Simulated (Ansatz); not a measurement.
**Input and output of a self-consistent single point for Zr₃Au (Pm-3n, 8 atoms in the cell) (Ansatz, an electronic-structure program)**

Level of theory: r2SCAN, default PAW files made with PBE (plane waves; Ansatz).

This input was run:

Ansatz 0.2 input:
```yaml
# Zr3Au
crystal:
  lattice:
    - [5.599012, 0.000000, 0.000000]
    - [0.000000, 5.599012, 0.000000]
    - [0.000000, 0.000000, 5.599012]
  atoms:
    - { symbol: Au, position: [0.000000, 0.000000, 0.000000] }
    - { symbol: Au, position: [0.500000, 0.500000, 0.500000] }
    - { symbol: Zr, position: [0.250000, 0.000000, 0.500000] }
    - { symbol: Zr, position: [0.500000, 0.750000, 0.000000] }
    - { symbol: Zr, position: [0.750000, 0.000000, 0.500000] }
    - { symbol: Zr, position: [0.500000, 0.250000, 0.000000] }
    - { symbol: Zr, position: [0.000000, 0.500000, 0.750000] }
    - { symbol: Zr, position: [0.000000, 0.500000, 0.250000] }
basis:
  ecutwfc: 500.0 eV
kpoints:
  mp_grid:
    grid: [4, 4, 4]
    shift: [0.5, 0.5, 0.5]
hamiltonian:
  xc: r2scan
  pseudopotentials:
    kind: paw
scf:
  occupations:
    method: gaussian
    width: 0.136 eV
output:
  forces: true
  eigenvalues: true
  stress: true
```

Log, with long lists cut:

```
WARN ansatz: RAYON_NUM_THREADS=1 ignored (pool sized by the plan → 1); use --threads N
Pseudopotentials: kind: paw
Pseudopotential: Au, paw, valence charge 19
Pseudopotential: Zr, paw, valence charge 12
Crystal: 8 atoms, lattice volume = 175.523 Å³
Basis set: ecut = 500 eV, 4457 PW (Γ), exchange–correlation on 180×180×180 points (64 copies of the dense FFT grid, shifted against one another)
Bands: 66, of which v1, the nominal top of the filled ones, is band 55 counted from 1 (54 counted from 0)
Symmetry: 48 space group operations
Space group: Pm-3n (ITA 223), of the structure as read, at distance tolerance 5.6e-5 Å
k-points: 4 of 64
PAW frozen core: Au, regenerated for the run's functional
PAW frozen core: Zr, regenerated for the run's functional
Initial density: superposition of atomic densities (neutral atoms: chi_scale 0, normalization atom), corrected by the library's trained network
Initial wavefunctions: pseudopotential atomic-orbital guess
Eigensolver: davidson
Functional: x = r2scan, c = r2scan; τ floored in thin density (d = 2e-4 eV/Å³)
SCF iter   1: F=—  HF=-51499.982177 eV  |F-HF|=—  |Δ(HF+E_count)|=         —  Δρ=1.03e-2  dr2=3.32e-1  dr2_τ=6.91e-2  ethr=1.77e-3  ⟨swp⟩=4.5  Hψ=834  notcnv=0
all-band conjugate gradients solve this SCF's bands
preconditioner: auto → Resta (q_TF=auto, 2.524 Å⁻¹)
SCF iter   2: F=—  HF=-51500.141749 eV  |F-HF|=—  |Δ(HF+E_count)|=   1.60e-1  Δρ=5.66e-3  dr2=6.42e-2  dr2_τ=7.22e-3  ethr=3.02e-4  ⟨swp⟩=2.0  Hψ=419  notcnv=0  defer=14
SCF iter   3: F=—  HF=-51500.142710 eV  |F-HF|=—  |Δ(HF+E_count)|=   9.61e-4  Δρ=2.25e-3  dr2=9.80e-3  dr2_τ=8.96e-4  ethr=5.84e-5  ⟨swp⟩=2.8  Hψ=410  notcnv=0  defer=14
SCF iter   4: F=—  HF=-51500.144612 eV  |F-HF|=—  |Δ(HF+E_count)|=   1.90e-3  Δρ=5.28e-4  dr2=3.72e-4  dr2_τ=3.10e-5  ethr=8.91e-6  ⟨swp⟩=2.0  Hψ=359  notcnv=0  defer=14
SCF iter   5: F=—  HF=-51500.144876 eV  |F-HF|=—  |Δ(HF+E_count)|=   2.64e-4  Δρ=1.20e-4  dr2=3.20e-5  dr2_τ=2.68e-6  ethr=3.38e-7  ⟨swp⟩=2.2  Hψ=435  notcnv=0  defer=14
SCF iter   6: F=—  HF=-51500.144731 eV  |F-HF|=—  |Δ(HF+E_count)|=   1.45e-4  Δρ=3.53e-5  dr2=2.78e-6  dr2_τ=1.78e-7  ethr=2.91e-8  ⟨swp⟩=2.0  Hψ=343  notcnv=0  defer=14
SCF iter   7: F=—  HF=-51500.144732 eV  |F-HF|=—  |Δ(HF+E_count)|=   7.22e-7  Δρ=9.60e-6  dr2=1.77e-7  dr2_τ=5.64e-9  ethr=2.53e-9  ⟨swp⟩=2.0  Hψ=390  notcnv=0  defer=14
SCF iter   8: F=-51500.144732 eV  HF=-51500.144732 eV  |F-HF|=1.23e-8  |Δ(HF+E_count)|=   6.45e-8  Δρ=2.33e-6  dr2=1.92e-8  dr2_τ=1.52e-9  ethr=9.09e-11  ⟨swp⟩=11.2  Hψ=989  notcnv=0
SCF 1 converged in 8 iterations: F = -51500.144732 eV  dr2 = 1.92e-8
SCF converged after 8 iterations
Free energy (F): -51500.144732 eV
Harris-Foulkes:  -51500.144732 eV  (|F-HF|=1.23e-8)
Internal energy: -51500.095203 eV  (E = F + TS)
E sigma→0 (E₀):  -51500.119967 eV
Entropy (-TS):   -0.049528 eV (-6.191 meV/atom)
Fermi energy:    14.874944 eV
--- Per-component energies (eV) ---
  E_band       = -1247.212316
  E_kinetic    = 3191.092747
  E_local      = -8277.881859  (includes V_loc(G=0)·N_el)
  E_nonlocal   = 620.645549
  E_hartree    = 3103.959438
  E_xc         = -1368.841689
  E_vxc        = -1880.162252  (∫ρ·V_xc dr)
  E_paw        = -37281.487171  (= ΣΔE_a)
  E_vpaw       = -1226.887913  (= ΣTr[D̂ρ^β])
  E_aug_tail   = 0.001627  (compensation charges beyond the density's cutoff)
  E_vtau       = 118.068698  (kinetic-family band-sum trace: ∫τ·v_τ [+ j·A + Jᵃ·Aᵃ] dr)
  E_ewald      = -11486.242748
  E_core_change = -1.341097  (= ΣΔE_core)
  E_smearing   = -0.049528  (= −TS)
  E_closure    = 0.000000  (closes the sum)
  Σ components = -51500.144732   (vs F -51500.144732, Δ=0.00e0)
--- Forces (eV/Å), atoms counted from 1 ---
  atom   1  Au     0.00000000     0.00000000    -0.00000000
   [... zero for the other atoms too ...]
  max |Σ_I F_I| component: 6.01e-17 eV/Å
--- Stress (GPa, compression-positive) ---
       -5.732502       0.000000       0.000000
       -0.000000      -5.732502       0.000000
        0.000000       0.000000      -5.732502
  P = ⅓ Tr σ = -5.7325 GPa (-57.325 kbar)
  The stress holds the Pulay correction. Without it, at fixed plane waves, as pw.x and ABINIT print it: P = -5.8135 GPa
--- Band table (eV) ---
  k-point 0: bands = ["-93.4116", "-93.4116", "-44.1650", "-44.1650", "-44.1650", "-44.1649", "-44.1649", "-44.1649", "-35.5101", "-35.4516", "-35.4516", "-35.2662", "-35.2662", "-35.2641", "-13.5322", "-13.5322", "-13.3994", "-12.9979", "-12.9957", [...]
  k-point 1: bands = ["-93.4116", "-93.4116", "-44.1650", "-44.1650", "-44.1650", "-44.1649", "-44.1649", "-44.1649", "-35.4863", "-35.4645", "-35.4046", "-35.3252", "-35.2658", "-35.2652", "-13.5153", "-13.4876", "-13.0785", "-12.9865", "-12.9755", [...]
  k-point 2: bands = ["-93.4116", "-93.4116", "-44.1651", "-44.1651", "-44.1649", "-44.1649", "-44.1649", "-44.1649", "-35.4728", "-35.4250", "-35.3988", "-35.3318", "-35.3193", "-35.2657", "-13.5041", "-13.1302", "-13.0726", "-12.9357", "-12.9066", [...]
  k-point 3: bands = ["-93.4116", "-93.4116", "-44.1650", "-44.1650", "-44.1650", "-44.1649", "-44.1649", "-44.1649", "-35.4234", "-35.4064", "-35.4064", "-35.3288", "-35.3288", "-35.3215", "-13.1150", "-13.1150", "-13.0883", "-12.9286", "-12.9247", [...]
```

The run converged in 8 iterations.

The starting cell comes from a database of published, mostly measured structures (it also holds non-ambient and calculated ones), without a prior relaxation at this level. Its lattice was rescaled by a random factor within 2.5 % of one. Spin-orbit coupling is off. With a pressure of about -6 GPa the cell is away from its equilibrium volume at this level. Ansatz's pressure includes its estimate of the finite-basis (Pulay) stress.
